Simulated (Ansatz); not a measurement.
Start from WSi$_{2}$ (space group I4/mmm, No. 139; a = 3.2114 Å, c = 7.8048 Å; relaxed with 0.1 eV smearing). Axes: x, y, z lie along a, b, c of the conventional cell.

Calculations: Ansatz (a quantum-chemistry and plane-wave program) r2SCAN, without spin-orbit coupling.

Strains are applied to the cell and any free atomic positions relax; under biaxial strain the out-of-plane vector relaxes too; under stress the whole cell relaxes.

One change was made to it. Results:

```tsv
quantity	base	after
energy relative to the base (free energy F)	0 meV/atom	+6.3 meV/atom
shortest interatomic distance	4.872 bohr	4.890 bohr
```

What was done to the base?
A) uniaxial stress, 8 GPa compression along x
B) biaxial strain +0.53 %, plane normal [001], relaxed out of plane
C) uniaxial stress, 0.5 GPa compression along z
D) biaxial strain −1.64 %, plane normal [001], relaxed out of plane

A, uniaxial stress, 8 GPa compression along x. For comparison, the energy relative to the base in the other runs: biaxial strain +0.53 %, plane normal [001], relaxed out of plane gives +1.2 meV/atom; biaxial strain −1.64 %, plane normal [001], relaxed out of plane gives +12 meV/atom; uniaxial stress, 0.5 GPa compression along z gives 0.0 meV/atom.

Stability under load was not tested beyond the relaxation. All final runs are without spin polarisation.
